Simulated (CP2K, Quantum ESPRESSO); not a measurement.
A CP2K input for a self-consistent single point of a sheet of ZrS₂ (3 atoms in the cell) (DFT PBE, GPW, DZVP-MOLOPT-SR-GTH basis, GTH-PBE potentials (GTH_POTENTIALS)):

```
&GLOBAL
  PROJECT bulk
  RUN_TYPE ENERGY_FORCE
  PRINT_LEVEL MEDIUM
&END GLOBAL
&FORCE_EVAL
  METHOD Quickstep
  STRESS_TENSOR ANALYTICAL
  &DFT
    BASIS_SET_FILE_NAME BASIS_MOLOPT
    POTENTIAL_FILE_NAME GTH_POTENTIALS
    &QS
      METHOD GPW
      EPS_DEFAULT 1E-10
    &END QS
    &MGRID
      CUTOFF 500
      REL_CUTOFF 50
      NGRIDS 5
    &END MGRID
    &SCF
      SCF_GUESS ATOMIC
      EPS_SCF 1E-6
      MAX_SCF 100
      ADDED_MOS 5
      &DIAGONALIZATION
        ALGORITHM STANDARD
      &END DIAGONALIZATION
      &MIXING
        METHOD BROYDEN_MIXING
        ALPHA 0.3
        NBUFFER 12
        BETA 1.5
      &END MIXING
      &SMEAR ON
        METHOD GAUSSIAN
        SIGMA [eV] 0.05
      &END SMEAR
    &END SCF
    &KPOINTS
      SCHEME MONKHORST-PACK 6 6 1
      GAMMA_CENTERED T
    &END KPOINTS
    &XC
      &XC_FUNCTIONAL PBE
      &END XC_FUNCTIONAL
    &END XC
    &PRINT
      &MO
        EIGENVALUES T
        OCCUPATION_NUMBERS T
        NDIGITS 8
        FILENAME mo
        &EACH
          QS_SCF 0
        &END EACH
        ADD_LAST NUMERIC
      &END MO
      &MULLIKEN ON
      &END MULLIKEN
    &END PRINT
  &END DFT
  &SUBSYS
    &CELL
      A 3.62136600 0.00000000 0.00000000
      B -1.81068400 3.13619600 0.00000000
      C 0.00000000 0.00000000 16.94733200
      PERIODIC XYZ
    &END CELL
    &COORD
      SCALED
      Zr       0.00000000     0.00000000     0.50000000
      S        0.33333300     0.66666700     0.58695600
      S        0.66666700     0.33333300     0.41304400
    &END COORD
    &KIND Zr
      BASIS_SET DZVP-MOLOPT-SR-GTH
      POTENTIAL GTH-PBE-q12
    &END KIND
    &KIND S
      BASIS_SET DZVP-MOLOPT-SR-GTH
      POTENTIAL GTH-PBE-q6
    &END KIND
  &END SUBSYS
  &PRINT
    &FORCES ON
    &END FORCES
    &STRESS_TENSOR ON
    &END STRESS_TENSOR
  &END PRINT
&END FORCE_EVAL
```

Q: Write the same calculation as an input for Quantum ESPRESSO.

A: This is the input that was run; spellings and numerical settings could be chosen otherwise.

```fortran
&CONTROL
   calculation = 'scf'
   prefix = 'scf'
   outdir = './tmp'
   pseudo_dir = './'
   tprnfor = .true.
   tstress = .true.
/
&SYSTEM
   ibrav = 0
   celldm(1) = 6.84339108
   nat = 3
   ntyp = 2
   ecutwfc = 70
   occupations = 'smearing'
   smearing = 'gaussian'
   degauss = 0.0036749
/
&ELECTRONS
   conv_thr = 1.0e-11
   mixing_beta = 0.3
/
ATOMIC_SPECIES
Zr    91.2240  Zr.upf
S     32.0600  S.upf
CELL_PARAMETERS {alat}
   1.00000000     0.00000000     0.00000000
  -0.50000000     0.86602540     0.00000000
   0.00000000     0.00000000     4.67981672
ATOMIC_POSITIONS {angstrom}
Zr    0.00000000    0.00000000    8.47366600
S     0.00000000    2.09079698    9.94733820
S     1.81068330    1.04539849    6.99999380
K_POINTS {automatic}
6 6 1  0 0 0
```

Basis, cutoffs, solver keys and any potentials are the target program's own. This input uses DFT, PBE, plane waves, PseudoDojo standard norm-conserving (PBE) pseudopotentials.

The starting cell was generated: these elements placed on a structure prototype, without a prior relaxation; it need not be a known phase or ordering of this composition. Its lattice was rescaled in the plane by a random factor within 2.5 % of one.
